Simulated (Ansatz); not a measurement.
Results of LDA (PAW; Ansatz, a first-principles code) for spinel Ni₂SiO₄ (high-pressure phase).

Settings: plane-wave cutoff 520 eV, 8×8×8 k mesh, Fermi–Dirac smearing 0.01 eV, spin-polarised with parallel moments, scalar-relativistic PAW data made under PBE.

Cell (relaxed at this level):

```xyz
14
Lattice="0.0000 3.9644 3.9644 3.9644 0.0000 3.9644 3.9644 3.9644 0.0000" Properties=species:S:1:pos:R:3 pbc="T T T"
Ni     4.9555     4.9555     4.9555
Ni     4.9555     2.9733     2.9733
Ni     2.9733     2.9733     4.9555
Ni     2.9733     4.9555     2.9733
Si     0.0000     0.0000     0.0000
Si     1.9822     1.9822     1.9822
O      2.9358     2.9358     2.9358
O      6.9753     4.9180     4.9180
O      4.9931     4.9931     2.9358
O      4.9180     6.9753     4.9180
O      2.9358     4.9931     4.9931
O      6.9753     6.9753     6.9753
O      4.9931     2.9358     4.9931
O      4.9180     4.9180     6.9753
```
Starting moments (μB, in the order of the record's atoms Ni Ni Ni Ni Si Si O O O O O O O O): 2.0 2.0 2.0 2.0 0.0 0.0 0.0 0.0 0.0 0.0 0.0 0.0 0.0 0.0.

Task: Predict the band gap and Γ–Γ gap.

Result: 
* **band gap**: 0.53 eV (on the SCF k mesh)
* **Γ–Γ gap**: 1.10 eV

Note: the magnetic order was assumed, not searched for or taken from measurement; the relaxation could not lower the start's symmetry, so the cell can be a saddle point above a distorted one; the volume lies 6 % below that of the published cell; without U or exact exchange, gaps and moments of open d shells tend to come out too small.
